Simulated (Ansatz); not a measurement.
Consider NaCl in the rock salt structure (space group Fm-3m, No. 225).

```cif
data_Cl4Na4
_chemical_formula_sum 'Cl4 Na4'
_space_group_name_H-M_alt 'Fm-3m'
_space_group_IT_number 225
_space_group_name_Hall '-F 4 2 3'
_cell_length_a 5.60143
_cell_length_b 5.60143
_cell_length_c 5.60143
_cell_angle_alpha 90.000
_cell_angle_beta 90.000
_cell_angle_gamma 90.000
loop_
_atom_site_label
_atom_site_type_symbol
_atom_site_symmetry_multiplicity
_atom_site_Wyckoff_symbol
_atom_site_fract_x
_atom_site_fract_y
_atom_site_fract_z
_atom_site_occupancy
Cl1 Cl 4 a 0.00000 0.00000 0.00000 1
Na1 Na 4 b 0.50000 0.50000 0.50000 1
```
(The calculation used a cell of 2 atoms; values per cell refer to that cell.)

The values are results of Ansatz (a first-principles code), PBEsol, PAW, cutoff 420 eV, no spin-orbit coupling, earlier PAW set, not measurements.

For the base:

* **Gap character**: direct at Γ
* **Smallest direct gap**: 5.01 eV
* **Band gap**: 5.01 eV
* **Lattice parameter a**: 5.601 Å

The change: cell and atoms relaxed at a pressure of 75 GPa.

Problem. What happens to the gap character, smallest direct gap, band gap and lattice parameter a?

Solution. The gap character becomes indirect, Γ → X (base: direct at Γ); the smallest direct gap increases by 2.43 eV (5.01 eV → 7.44 eV); the band gap rises by 0.83 eV, from 5.01 eV to 5.84 eV; the lattice parameter a decreases by 1.078 Å to 4.523 Å.

Load acts through the strain it causes; cell and atoms are relaxed under it. Whether these cells are dynamically stable was not tested. Competing high-pressure phases were not computed.
